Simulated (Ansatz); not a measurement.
Here is the system:

```
GaSb
1.0
    0.00000     3.05585     3.05585
    3.05585     0.00000     3.05585
    3.05585     3.05585     0.00000
Ga Sb
1 1
Direct
  0.00000   0.00000   0.00000
  0.25000   0.25000   0.25000
```

Calculation: r2SCAN with spin-orbit coupling, rigid bands (plane waves, PAW; Ansatz, a first-principles code). Geometry: cell and atoms relaxed with PBEsol.

Question: What conductivity effective mass do dilute holes have at 300 K?

Answer: 0.29 mₑ.

Question: And the band gap?

Answer: 0.28 eV at this level; semilocal functionals usually fall short of the measured gap.

Rigid bands, one relaxation time for all states, no polarons. Geometry: cell and atoms relaxed with PBEsol.
